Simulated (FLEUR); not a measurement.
Band structure of ZrH (P4_2/mmc, 4 atoms in the cell).

```
CELL_PARAMETERS angstrom
      3.26696     0.00000     0.00000
      0.00000     3.26696     0.00000
      0.00000     0.00000     5.04998
ATOMIC_POSITIONS crystal
  Zr 0.00000 0.50000 0.50000
  Zr 0.50000 0.00000 0.00000
  H  0.50000 0.50000 0.25000
  H  0.50000 0.50000 0.75000
```

Method: PBEsol, all-electron FLAPW (FLEUR), scalar-relativistic valence run with FLEUR.

Settings: Kmax = 4.7 1/bohr; GmaxXC = 18.8 1/bohr; xcFunctional = PBEs; jspins = 1; l_soc = F; mode = hist; fermiSmearingEnergy = 0.00183747 Htr; mesh (inpgen div1-3) = 7 7 5; inpgen gamma flag = false; Gmax = 18.8 1/bohr; numbands = 0; maxIterBroyd = 25; imix = Anderson; alpha = 0.05.

The starting cell comes from a database of computed structures (which also holds hypothetical and non-ambient phases and stackings), without a prior relaxation at this level. Its lattice was rescaled by a random factor within 2.5 % of one. Values depend on the basis (sphere radii, cutoffs, local orbitals), which need not be converged.

Levels in eV from the Fermi level, bands 10 to 17:
| point | 10 | 11 | 12 | 13 | 14 | 15 | 16 | 17 |
|---|---|---|---|---|---|---|---|---|
| Γ | -3.57 | -2.95 | -2.78 | -0.03 | 0.66 | 0.66 | 2.06 | 3.26 |
| X | -5.36 | -1.97 | -0.78 | -0.59 | -0.26 | 1.62 | 1.85 | 2.16 |
| M | -3.93 | -2.82 | -2.82 | -1.80 | 2.72 | 3.69 | 4.09 | 4.09 |
| Z | -6.66 | -1.70 | -1.70 | -0.06 | -0.06 | 1.70 | 1.70 | 2.28 |
| R | -4.06 | -2.73 | -0.23 | 0.19 | 0.42 | 0.60 | 1.08 | 3.79 |
| A | -5.38 | -1.93 | -1.93 | -0.33 | -0.33 | 1.48 | 1.48 | 4.93 |
